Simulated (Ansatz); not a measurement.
We consider zinc-blende SrO (model structure), described by r²SCAN+rVV10 in Ansatz (plane waves, PAW).

Settings: plane-wave cutoff 500 eV, 12×12×12 k mesh, Fermi–Dirac smearing 0.05 eV, scalar-relativistic PAW data made under PBE.

Cell (relaxed at this level):

```
SrO
1.0
    0.00000     2.78250     2.78250
    2.78250     0.00000     2.78250
    2.78250     2.78250     0.00000
Sr O
1 1
Direct
  0.00000   0.00000   0.00000
  0.25000   0.25000   0.25000
```

Q: What does this level give for the band gap?

A: 
- band gap = 2.81 eV (on the SCF k mesh)

Note: the relaxation could raise the start's symmetry but not lower it, so the cell can be a saddle point.

Spin–orbit coupling is not included.

Computed values are for the static lattice.

It cost roughly 50 core-seconds of CPU time.

A model structure was made by putting elements into a prototype or built by hand; it is no filed structure, need not be a known phase, and can be a saddle point held by its symmetry.

Ansatz is an electronic-structure program.
